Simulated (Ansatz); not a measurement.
Start from YN in the rock salt structure (space group Fm-3m, No. 225).

```xyz
2
Lattice="0.0000 2.4281 2.4281 2.4281 0.0000 2.4281 2.4281 2.4281 0.0000" Properties=species:S:1:pos:R:3 pbc="T T T"
Y      2.4281     2.4281     2.4281
N      0.0000     0.0000     0.0000
```

The values are results of plane-wave PAW DFT at the PBEsol level (Ansatz, a program for electronic structure, 420 eV), no spin-orbit coupling, not measurements.

For the base:

| Quantity | Value |
|---|---|
| Band gap | 0.08 eV |
| Lattice parameter a | 485.6 pm |

The change: cell and atoms relaxed at a pressure of 10 GPa.

Task: Estimate the effect on the band gap and lattice parameter a.

Result: The band gap changes from 0.08 eV to zero; the lattice parameter a shrinks by 8.4 pm to 477.2 pm.

The mesh was chosen for an insulator and is coarse for the gapless case. Load acts through the strain it causes; cell and atoms are relaxed under it. No phonon test of stability was made. Competing high-pressure phases were not computed. The base started in Pnma and relaxed to Fm-3m at this level. All final runs are without spin polarisation. The zero or small gap of YN can change with the level of theory.
